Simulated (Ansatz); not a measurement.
## Ti2SnC (P6₃/mmc, No. 194; cell taken from a computed entry)

Calculation: r²SCAN in Ansatz (PAW).

Settings: plane-wave cutoff 600 eV, 24×24×4 k mesh (along the axes of the cell as run), Fermi–Dirac smearing 0.049 eV (set by the program), no spin polarisation, scalar-relativistic PAW data made under PBE.

Cell (relaxed at this level):

```cif
data_C2Sn2Ti4
_chemical_formula_sum 'Ti4 Sn2 C2'
_space_group_name_H-M_alt 'P63/mmc'
_space_group_IT_number 194
_space_group_name_Hall '-P 6c 2c'
_cell_length_a 3.16525
_cell_length_b 3.16525
_cell_length_c 13.72408
_cell_angle_alpha 90.000
_cell_angle_beta 90.000
_cell_angle_gamma 120.000
loop_
_atom_site_label
_atom_site_type_symbol
_atom_site_symmetry_multiplicity
_atom_site_Wyckoff_symbol
_atom_site_fract_x
_atom_site_fract_y
_atom_site_fract_z
_atom_site_occupancy
Ti1 Ti 4 f 0.33333 0.66667 0.08101 1
Sn1 Sn 2 d 0.66667 0.33333 0.25000 1
C1 C 2 a 0.00000 0.00000 0.00000 1
```

- Voigt–Reuss–Hill bulk modulus = 146 GPa
- polycrystal shear modulus (Hill average) = 103 GPa
- Young modulus = 250 GPa
- Poisson ratio = 0.215

Note: the relaxation could not lower the start's symmetry, so the cell can be a saddle point above a distorted one.

Elastic constants are with the ions relaxed.

Spin–orbit coupling is not included.

Computed values are for the static lattice.

The result took about 2.2 core-hours (a rough figure).

Ansatz is a first-principles code.
